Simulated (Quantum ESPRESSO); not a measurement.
# Cost against accuracy: K_POINTS for Hf3GeMo8 (P3m1, 12 atoms in the cell)

Cell: a = 5.4659 Å, b = 5.4659 Å, c = 8.7786 Å, α = 90.00°, β = 90.00°, γ = 120.00°.

Method: LDA (PZ), GBRV 1.5 ultrasoft (LDA) pseudopotentials (plane waves; Quantum ESPRESSO 7.5).

Base settings: ecutwfc = 50 Ry; ecutrho = 400 Ry; occupations = smearing; smearing = gauss; degauss = 0.0036749 Ry; potentials = {Hf: hf_lda_v1.uspp.F.UPF, Ge: ge_lda_v1.4.uspp.F.UPF, Mo: mo_lda_v1.uspp.F.UPF}; K_POINTS = automatic 5 5 2 0 0 0; conv_thr = 1e-10 Ry; mixing_beta = 0.5.

Misses are taken against the tightest run, automatic 6 6 3 0 0 0, which need not be fully converged itself. The energy is the free energy per atom.

The count of work is k-points × plane waves × bands × iterations; it is no time, and leaves out set-up, grids and terms that scale otherwise. Core times come from one kind of shared machine and are given to one figure; runs under 30 s give none.

The starting cell comes from a database of computed structures (which also holds hypothetical and non-ambient phases and stackings), without a prior relaxation at this level. Its lattice was rescaled by a random factor within 2.5 % of one. Spin polarisation is off. In the base run, with a pressure of about -20 GPa the cell is away from its equilibrium volume at this level. Without a gap this mesh is coarse (it stands for a supercell whose shortest vector is 18 Å).

The runs (K_POINTS): automatic 1 1 1 0 0 0 | automatic 2 2 1 0 0 0 | automatic 2 2 2 0 0 0 | automatic 3 3 2 0 0 0 | automatic 4 4 2 0 0 0 | automatic 5 5 2 0 0 0 | automatic 5 5 3 0 0 0 | automatic 6 6 3 0 0 0.

**Question.** Which is the coarsest setting among those run that, with all tighter ones, holds the energy within 20 meV/atom of the reference, and what does it save?

**Answer.** automatic 3 3 2 0 0 0, off by 1.7 meV/atom; its saving against the reference is no more than about a factor of 2 in time.

**Question.** For at most 0.3 times the reference's count of work, which run misses the energy least?

**Answer.** automatic 2 2 2 0 0 0, with a miss of 40 meV/atom at a count of 0.23.

**Question.** What does the step from automatic 2 2 1 0 0 0 to automatic 5 5 2 0 0 0 buy?

**Answer.** It takes the miss in the energy from 92 to 2.9 meV/atom, for 5.4 times the count of work and roughly 2 times the time.

```
K_POINTS               energy less reference (meV/atom)  pressure less reference (GPa)  largest difference in the force on any atom (eV/Å)  count of work / reference  core time / reference (rough)
---------------------  --------------------------------  -----------------------------  --------------------------------------------------  -------------------------  -----------------------------
automatic 1 1 1 0 0 0                            240.85                           0.53                                               2.038                      0.065                            0.4
automatic 2 2 1 0 0 0                            -92.37                          -0.54                                               0.533                       0.11                            0.3
automatic 2 2 2 0 0 0                            -39.94                           0.55                                               0.340                       0.23                            0.3
automatic 3 3 2 0 0 0                              1.73                          -0.16                                               0.169                       0.34                            0.5
automatic 4 4 2 0 0 0                            -10.33                          -0.07                                               0.162                       0.47                            0.6
automatic 5 5 2 0 0 0                             -2.93                           0.09                                               0.173                       0.59                            0.8
automatic 5 5 3 0 0 0                              3.84                           0.13                                               0.083                       0.71                            0.9
automatic 6 6 3 0 0 0                              0.00                           0.00                                               0.000                        1.0                              1
```

The last two settings still differ by 3.8 meV/atom, so the table cannot show that the reference is converged.
